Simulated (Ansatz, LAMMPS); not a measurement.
**Dilute random carbon in silicon, 4x4x4 cubic cells**

Cell 21.71 × 21.71 × 21.71 Å, Si503C9, 512 atoms. Prepared with Erhart-Albe potential (SiC_Erhart-Albe.tersoff) run with LAMMPS: minimisation. 

That structure was relaxed on with PBE, support functions at accuracy medium on the grid of 420 eV (Ansatz, a program for electronic structure). Basis: localised support functions (accuracy medium) on a full density matrix. k-points: zone centre alone; occupations: Fermi-Dirac, 0.020 eV; spin polarisation not allowed. Spin-orbit coupling is left out.

### Question
What does DFT change in the classical structure?

### Answer
The energy falls by 1.5 meV an atom over 4 steps; atoms move by 0.026 Å root mean square, 0.08 Å at most.
```tsv
quantity	classical minimum	after DFT steps
4-fold atoms (%)	100.0	100.0
spread of bond angles (°)	2.8	2.6
energy over the crystal(s), each by its own level (eV/atom)	0.001	0.023
```
